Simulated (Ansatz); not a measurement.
## Migration barriers: O vacancy in monoclinic ZrO2 with all lengths changed by -1 %, neutral cell

Defect: O vacancy in monoclinic ZrO2 with all lengths changed by -1 %, neutral cell. Method: PBE, PAW (plane waves to 420 eV; Ansatz, an electronic-structure program).

96-site cell at the strained lattice (strain from the relaxed PBE one, atoms relaxed), the Γ point alone, smearing 0.01 eV, spin-restricted, no finite-size correction. Energies are static. The charge state is imposed; whether it is stable for some Fermi level was not computed. Forms of the defect that were not tried may lie lower.

Barriers: single points on a 2×2×2 k-point mesh shifted by half a step at the bands' geometries (they differ from the bands' own by up to 0.07 eV, and are uncertain by about as much).

```
Route                                                   Start site over the lowest site run (eV)  Hop (Å)  Forward barrier (eV)  Backward barrier (eV)                                                                       Neighbours at the start               Neighbours at the saddle  Saddle order  Forward, on the band's own sampling (eV)
------------------------------------------------------  ----------------------------------------  -------  --------------------  ---------------------  --------------------------------------------------------------------------------------------  -------------------------------------  ------------  ----------------------------------------
one O atom jumps into the vacancy from a nearby O site                                      0.10     2.68                  1.38                   1.38                                    O at 2.56, O at 2.59; Zr at 2.03, Zr at 2.06, Zr at 2.17 Å   Zr at 1.98, Zr at 2.22, Zr at 2.37 Å   not checked                                      1.34
one O atom jumps into the vacancy from a nearby O site                                      0.10     2.69                  1.80                   1.80                                    O at 2.57, O at 2.60; Zr at 2.04, Zr at 2.07, Zr at 2.17 Å               Zr at 1.93, Zr at 2.28 Å   not checked                                      1.77
one O atom jumps into the vacancy from a nearby O site                                      0.10     2.44                  2.07                   2.17  O at 2.56, O at 2.65, O at 2.68, O at 2.72; Zr at 2.14, Zr at 2.17, Zr at 2.18, Zr at 2.28 Å  O at 2.47; 2 Zr at 1.98, Zr at 2.45 Å   not checked                                      2.01
```

Paths come from climbing-image nudged elastic band runs. Of the routes that converged and passed our checks, the lowest saddle point lies 1.48 eV above the lowest of the sites run (one O atom jumps into the vacancy from a nearby O site); other sites, such as split forms, and other routes may lie lower.
